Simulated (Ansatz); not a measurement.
Input and output of a relaxation of cell and atoms for BaGePt (P2_13, 12 atoms in the cell) (Ansatz, a first-principles code).

Method: PBEsol, default PAW files made with PBE (plane waves; Ansatz).

```yaml
crystal:
  lattice:
    - [6.74700, 0.00000, 0.00000]
    - [0.00000, 6.74700, 0.00000]
    - [0.00000, 0.00000, 6.74700]
  atoms:
    - { symbol: Ge, position: [0.84400, 0.84400, 0.84400] }
    - { symbol: Ge, position: [0.65600, 0.15600, 0.34400] }
    - { symbol: Ge, position: [0.34400, 0.65600, 0.15600] }
    - { symbol: Ge, position: [0.15600, 0.34400, 0.65600] }
    - { symbol: Ba, position: [0.13800, 0.13800, 0.13800] }
    - { symbol: Ba, position: [0.36200, 0.86200, 0.63800] }
    - { symbol: Ba, position: [0.63800, 0.36200, 0.86200] }
    - { symbol: Ba, position: [0.86200, 0.63800, 0.36200] }
    - { symbol: Pt, position: [0.41000, 0.41000, 0.41000] }
    - { symbol: Pt, position: [0.09000, 0.59000, 0.91000] }
    - { symbol: Pt, position: [0.91000, 0.09000, 0.59000] }
    - { symbol: Pt, position: [0.59000, 0.91000, 0.09000] }
```

Reference input (self-consistent single point, DFT, PBEsol, plane waves, default PAW files made with PBE): kpoints.mp_grid.grid = 3 3 3; hamiltonian.xc = pbesol; hamiltonian.pseudopotentials = {kind: paw} (the program's default PAW files); scf.occupations.method = cold; scf.occupations.width = 0.2 eV. This run's input differs from it in these lines:

Ansatz 0.2 input:
```diff
@@ -18,2 +18,4 @@
     - { symbol: Pt, position: [0.590000, 0.910000, 0.090000] }
+basis:
+  ecutwfc: 590.0 eV
 kpoints:
@@ -25,2 +27,4 @@
   occupations: { method: cold, width: 0.2 eV }
+relax:
+  cell: {}
 output:
```

The program printed (abridged):

```
   [... SCF lines of the steps left out ...]
relax step   1: F+E_penalty+E_count = -90010.66445253 eV  Δ(F+E_penalty+E_count) = +0.000e0 eV  max|allowed force component| = 4.027e-2 eV/Å  Δτ_max = 0.0000 Å  P = -0.430 GPa  Ω = 307.137 Å³  (8 SCF iters, dr2 threshold 1.00e-7 eV, accepted)
relax step   2: F+E_penalty+E_count = -90010.67036188 eV  Δ(F+E_penalty+E_count) = -5.909e-3 eV  max|allowed force component| = 1.576e-2 eV/Å  Δτ_max = 0.0182 Å  P = +0.126 GPa  Ω = 304.681 Å³  energy of the carried Pulay correction = +2.432e-5 eV  [...]
relax step   3: F+E_penalty+E_count = -90010.67104084 eV  Δ(F+E_penalty+E_count) = -6.790e-4 eV  max|allowed force component| = 3.988e-3 eV/Å  Δτ_max = 0.0067 Å  P = +0.027 GPa  Ω = 304.951 Å³  energy of the carried Pulay correction = +2.164e-5 eV  [...]
relax step   4: F+E_penalty+E_count = -90010.67101754 eV  Δ(F+E_penalty+E_count) = +2.330e-5 eV  max|allowed force component| = 3.988e-3 eV/Å  Δτ_max = 0.0000 Å  P = +0.027 GPa  Ω = 304.951 Å³  stress off target by 2.73e-2 GPa  SCF on the basis [...]
basis re-selected at this cell: Δ(F+E_penalty+E_count) = +2.330e-5 eV, ΔP = +0.000 GPa vs the last step
the relaxation is at rest under the 12 symmetry operations that the run kept from its start: a minimum is not shown …
Stability not checked (fill_not_monotonic)
Free energy (F): -90010.671018 eV
Internal energy: -90010.675759 eV  (E = F + TS)
   [... lines left out ...]
Fermi energy:    12.113584 eV
  cell:  # Å, volume = 304.9506 Å³
   [... lines left out ...]
    - { symbol: Pt, position: [0.41033354698858254, 0.41033354698858254, 0.41033354698858254] }
    - { symbol: Pt, position: [0.0896664530114175, 0.5896664530114174, 0.9103335469885825] }
    - { symbol: Pt, position: [0.9103335469885825, 0.0896664530114175, 0.5896664530114174] }
    - { symbol: Pt, position: [0.5896664530114174, 0.9103335469885825, 0.0896664530114175] }
```

The run converged. 

Summary of the result:
- Free energy E − TS (on the zero of these files): -90010.6710 eV
- Fermi level (on the code's own zero): 12.11 eV
- Pressure: 0.03 GPa
- Largest force (vector length): 0.007 eV/Å
- Final cell: a = 6.731 Å, b = 6.731 Å, c = 6.731 Å, α = 90.00°, β = 90.00°, γ = 90.00°
- Final volume per atom: 25.41 Å³
- Relaxation steps: 4

The starting cell comes from a database of published, mostly measured structures (it also holds non-ambient and calculated ones), without a prior relaxation at this level. Spin polarisation is off. The relaxation keeps the symmetry of its start, so its end need not be a minimum. Ansatz's pressure includes its estimate of the finite-basis (Pulay) stress.

Cost on one core of a shared machine: roughly 2 min.
